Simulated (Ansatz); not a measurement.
Take Zr in the hcp (Mg type) structure (space group P6_3/mmc, No. 194; a = 3.244 Å, c = 5.158 Å; relaxed with 0.1 eV smearing) as the base.

All numbers come from r2SCAN in Ansatz (plane waves to 500 eV, PAW, scalar-relativistic without spin-orbit coupling).

Strains are applied to the cell and any free atomic positions relax.

One change was made to it. Results:

| quantity | base | after |
|---|---|---|
| energy relative to the base (free energy F) | 0 meV/atom | +1.6 meV/atom |
| pressure (mean of the normal stresses, compression positive) | 0.0 GPa | 1.5 GPa |

Question: Which change produced these results?
A. isotropic strain −1.50 %
B. isotropic strain −0.50 %
C. isotropic strain −3.00 %
D. isotropic strain −2.50 %
E. isotropic strain −1.00 %

Answer: B, isotropic strain −0.50 %. For comparison, the energy relative to the base in the other runs: isotropic strain −1.00 % gives +6.4 meV/atom; isotropic strain −2.50 % gives +42 meV/atom; isotropic strain −3.00 % gives +60 meV/atom; isotropic strain −1.50 % gives +15 meV/atom.

No phonon test of stability was made. The final runs are not spin-polarised.

Ansatz is an electronic-structure program.
